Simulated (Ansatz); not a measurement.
Abridged Ansatz (a first-principles code) output:

```
Pseudopotential: Cr, paw, valence charge 14
Crystal: 1 atoms, lattice volume = 11.324 Å³
Basis set: ecut = 500 eV, 321 PW (Γ), exchange–correlation on 72×72×72 points (64 copies of the dense FFT grid, shifted against one another)
Bands: 11, of which v1, the nominal top of the filled ones, is band 7 counted from 1 (6 counted from 0)
Symmetry: 48 space group operations
k-points: 364 of 12167
Functional: x = r2scan, c = r2scan; τ floored in thin density (d = 2e-4 eV/Å³)
SCF iter   1: F=—  HF=-3382.459855 eV  |F-HF|=—  |Δ(HF+E_count)|=         —  Δρ=1.73e-2  dr2=2.41e-2  dr2_τ=1.17e-2  ethr=1.77e-3  ⟨swp⟩=4.0  Hψ=19502  notcnv=0
SCF iter   2: F=—  HF=-3382.457167 eV  |F-HF|=—  |Δ(HF+E_count)|=   2.69e-3  Δρ=1.10e-2  dr2=8.45e-3  dr2_τ=5.46e-4  ethr=1.72e-4  ⟨swp⟩=2.9  Hψ=10840  notcnv=0  defer=9
SCF 1 converged in 7 iterations: F = -3382.455385 eV  dr2 = 1.82e-11
SCF converged after 7 iterations
Free energy (F): -3382.455385 eV
Internal energy: -3382.451167 eV  (E = F + TS)
E sigma→0 (E₀):  -3382.453276 eV
Entropy (-TS):   -0.004218 eV (-4.218 meV/atom)
Fermi energy:    19.788020 eV
--- Forces (eV/Å), atoms counted from 1 ---
  atom   1  Cr    -0.00000000    -0.00000000     0.00000000
--- Stress (GPa, compression-positive) ---
       -0.004231       0.000000       0.000000
        0.000000      -0.004231      -0.000000
        0.000000       0.000000      -0.004231
  P = ⅓ Tr σ = -0.0042 GPa (-0.042 kbar)
```

Question: What was computed, and what are the main results?

Answer: Cr, 1 atom in the cell, with DFT with r2SCAN, PAW potentials and a 500 eV plane-wave cutoff in Ansatz, no spin-orbit coupling. The last SCF converged to F = -3382.455385 eV, or -3382.4554 eV per atom, at a pressure of 0.00 GPa. The total energy compares only with runs of the same code, potentials and settings.

Whether these cells are dynamically stable was not tested. Starting moments died away, wholly or in part, for Mo → Cr; another magnetic solution may exist. The final runs are not spin-polarised. The cell was made from Mo by this change: Mo → Cr. Real Cr is antiferromagnetic at low temperature and ambient pressure, an order that this cell doesn't hold.
